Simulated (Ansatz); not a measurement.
# Zr under a change: pressure 7 GPa

Start from Zr in the hcp (Mg type) structure (space group P6_3/mmc, No. 194; a = 3.2313 Å, c = 5.1732 Å).

It is then changed as follows: a hydrostatic pressure of 7 GPa.

The values are results of Kohn–Sham DFT with the PBE functional, run in Ansatz (a first-principles code) with PAW and 420 eV plane waves, spin-orbit coupling left out, not measurements. Γ-centred 17×17×9 mesh, Fermi–Dirac width 0.05 eV.

```json
[
 {"quantity": "volume per atom", "base": "23.39 Å³", "changed": "21.87 Å³", "shift": "-1.52 Å³"},
 {"quantity": "density", "base": "6.48 g/cm³", "changed": "6.93 g/cm³", "shift": "+0.45 g/cm³"},
 {"quantity": "lattice parameter a", "base": "3.231 Å", "changed": "3.153 Å", "shift": "-0.078 Å"},
 {"quantity": "c/a ratio", "base": "1.601", "changed": "1.611", "shift": "+0.010"},
 {"quantity": "shortest interatomic distance", "base": "3.189 Å", "changed": "3.125 Å", "shift": "-0.064 Å"},
 {"quantity": "enthalpy H = E + PV relative to the base's energy", "base": "–", "changed": "+0.99 eV/atom", "shift": "–"},
 {"quantity": "band gap", "base": "zero", "changed": "zero", "shift": "–"}
]
```

Cost of the whole job for the changed cell (relaxation, final SCF and bands): roughly 30 core-seconds.

Load acts through the strain it causes; cell and atoms are relaxed under it. Stability against distortions was not tested. The final runs are not spin-polarised. Measured, Zr leaves this structure (for the ω phase) near 3 GPa (temperature not stated; as listed in C. Cazorla, D. Alfè, M. J. Gillan, Physical Review B (2008)).
